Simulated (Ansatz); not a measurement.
Take PbS in the rock salt structure (space group Fm-3m, No. 225; a = 5.903 Å) as the base.

Computed with PBEsol (Ansatz, a first-principles code; PAW; 420 eV plane waves; no spin-orbit coupling), earlier PAW set.

Before the change:

| Quantity | Result |
|---|---|
| Valley order | L along ⟨111⟩ 0.20 eV; a point along ⟨110⟩, about 0.7 Å⁻¹ from Γ 1.15 eV |
| Pressure | 0.00 GPa |

The change: every lattice vector is stretched by 0.58 %, atoms relaxed at fixed cell.

What happens to the valley order and pressure?

The valley order (the lowest conduction-band minima on the path, energy above the VBM, named in the base's zone) becomes L along ⟨111⟩ 0.27 eV; a point along ⟨110⟩, about 0.7 Å⁻¹ from Γ 1.19 eV (base: L along ⟨111⟩ 0.20 eV; a point along ⟨110⟩, about 0.7 Å⁻¹ from Γ 1.15 eV); the pressure goes from zero to -1.00 GPa.

With Pb present, leaving out spin-orbit coupling can change the band edges. The levels and masses belong to the bands next to the band gap. The cells carry an imposed strain or load. Whether these cells are dynamically stable was not tested.
